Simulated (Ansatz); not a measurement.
Consider InSb in the zinc blende structure (space group F-43m, No. 216; a = 6.635 Å). Axes: x, y, z lie along the cube axes.

Level of theory: DFT with PBE, PAW potentials and a 420 eV plane-wave cutoff in Ansatz (a first-principles code), no spin-orbit coupling.

The change: the cell is scaled by 1.0200 in all directions, atoms relaxed at fixed cell.

**Question.** Predict the stress tensor and what it implies for the stiffness.

**Answer.** Stress of the strained cell less that of the base (GPa, compression positive):
```
   -1.9     0.0     0.0
    0.0    -1.9     0.0
    0.0     0.0    -1.9
```

Then B = −ΔP/(ΔV/V₀) with ΔV/V₀ = 0.0612 gives secant stiffness values (nonlinear terms included at this strain): B ≈ 31 GPa.

As a check, the harmonic strain energy −½ V₀ Δσ:ε is 13 meV/atom; the computed energy rise is 14 meV/atom.

Whether these cells are dynamically stable was not tested. All final runs are without spin polarisation.
